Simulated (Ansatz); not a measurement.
**Carrier properties of ZnSe (F-43m)**

Here is the system:

```xyz
2
Lattice="0.0000 2.7087 2.7087 2.7087 0.0000 2.7087 2.7087 2.7087 0.0000" Properties=species:S:1:pos:R:3 pbc="T T T"
Zn     0.0000     0.0000     0.0000
Se     4.0630     4.0630     4.0630
```

Calculation: PBEsol with spin-orbit coupling, rigid bands (plane waves, PAW; Ansatz, a program for electronic structure). Condition of this run: hydrostatic pressure 10 GPa (the target of the relaxation). Geometry: cell and atoms relaxed with PBEsol, then loaded as said.

- band gap = 1.59 eV
- electron conductivity mass (300 K, dilute) = 0.122 mₑ
- hole conductivity mass (300 K, dilute) = 0.56 mₑ
- effective density of states N_c (300 K) = 1.0e18 cm⁻³
- effective density of states N_v (300 K) = 2.1e19 cm⁻³
- density-of-states mass, electrons = 0.119 mₑ
- density-of-states mass, holes = 0.88 mₑ
- Seebeck coefficient, n-type 1e19 cm⁻³, 300 K = -76 μV/K
- Seebeck coefficient, p-type 1e19 cm⁻³, 300 K = 282 μV/K

Rigid bands; masses and Seebeck coefficients take one relaxation time τ for all states and one kind of carrier; polarons and phonon drag are left out.
